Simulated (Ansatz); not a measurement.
# cubic KTaO3 (0 0 1) on germanium (0 0 1) (film strained to the substrate, started from cuts of the bulks and a machine-learned relaxation; metallic at this level, with no gap by band count; slabs Ge12 and K3O7Ta2, which can lie off the formulas)

A periodic stack without vacuum, cubic KTaO3 (0 0 1) on germanium (0 0 1) (film strained to the substrate, started from cuts of the bulks and a machine-learned relaxation; metallic at this level, with no gap by band count; slabs Ge12 and K3O7Ta2, which can lie off the formulas): substrate slab Ge12, film K3O7Ta2, surface cells [[1, 0], [1, 1]] and [[0, 1], [-1, 0]], film strained by +1.2 and +1.2 %, outermost planes Ge/Ge and KO/KO as cut, which need not be the usual terminations and can put a slab off its formula.

The start was prepared with a machine-learned potential, and the result is one local minimum, with the in-plane cell held and forces under 0.04 eV/Å; the film can end far from its bulk form.

Computed with PBE (plane waves to 420 eV, PAW; Ansatz, a first-principles code). No spin–orbit coupling; PBE gaps are too small against experiment. Its k-point mesh 6×6×1, Fermi–Dirac width 0.05 eV.

The interface area is 16.6 Å² and the period comes out as 27.26 Å. The heights between the nearest atoms of the two slabs at the two interfaces is 1.87 and 1.87 Å and the Ge–K contacts across the interfaces within 1.22 times the sum of covalent radii is 10, mean 3.45 Å. The Ge–O contacts across the interfaces within 1.22 times the sum of covalent radii is 2, mean 1.92 Å and the spin-polarised check at this geometry is falls back to no moment.

```xyz
24
Lattice="4.0651 -0.0019 0.2652 -0.0026 4.0723 0.0727 2.2477 1.5387 27.4949" Properties=species:S:1:pos:R:3 pbc="T T T"
Ge     5.0249     4.4740     2.5423
Ge     3.0749     3.5770     1.1754
Ge     2.8014     2.3244     5.3065
Ge     4.9289     2.4183     3.9926
Ge     4.6420     4.3196     8.3536
Ge     2.7044     4.3386     6.7771
Ge     2.4200     2.2177    11.0588
Ge     4.5477     2.2572     9.7480
Ge     4.2573     4.2664    14.1099
Ge     2.3200     4.2239    12.5288
Ge     2.0371     1.2573    16.6293
Ge     4.1493     2.1970    15.5588
K      3.9228     3.5369    18.7000
O      5.9865     1.6531    18.7675
K      3.6481     3.5148    22.6535
Ta     5.7843     1.4748    20.7504
O      3.8344     1.5581    20.6270
O      5.8529     3.6198    20.7916
O      5.7259     1.5422    22.7539
K      3.4006     3.3959    26.6067
Ta     5.5196     1.4034    24.7443
O      3.5716     1.4867    24.6175
O      5.5891     3.5477    24.7899
O      5.4619     1.5094    26.7427
```
